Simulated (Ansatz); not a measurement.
Start from ScPd in the CsCl type structure (space group Pm-3m, No. 221).

```xyz
2
Lattice="3.2664 0.0000 0.0000 0.0000 3.2664 0.0000 0.0000 0.0000 3.2664" Properties=species:S:1:pos:R:3 pbc="T T T"
Sc     1.6332     1.6332     1.6332
Pd     0.0000     0.0000     0.0000
```

Cartesian axes are those of the cell as printed.

Level of theory: DFT with PBEsol, PAW potentials and a 420 eV plane-wave cutoff in Ansatz (a program for electronic structure), scalar-relativistic without spin-orbit coupling.

Before the change:

- Shortest interatomic distance: 282.9 pm

Now apply this change: a free-standing slab of 3 layers (6 atoms, 2 a layer) is cut normal to [110], with 15 Å of vacuum and the in-plane cell held at bulk.

Question: What happens to the excess energy per area of both faces, change of the spacing d12 from its bulk value of 2.310 Å and shortest interatomic distance?

Answer: The excess energy per area of both faces (slab less bulk energy over the cell's area: twice a surface energy) comes out as 2.7 J/m² (uncertain by up to 0.06 J/m²); the change of the spacing d12 from its bulk value of 2.310 Å amounts to -4.4 %; the shortest interatomic distance decreases by 16.8 pm to 266.1 pm.

Slab and bulk use different k-meshes, which limits the precision of the excess energy. Whether these cells are dynamically stable was not tested. All final runs are without spin polarisation.
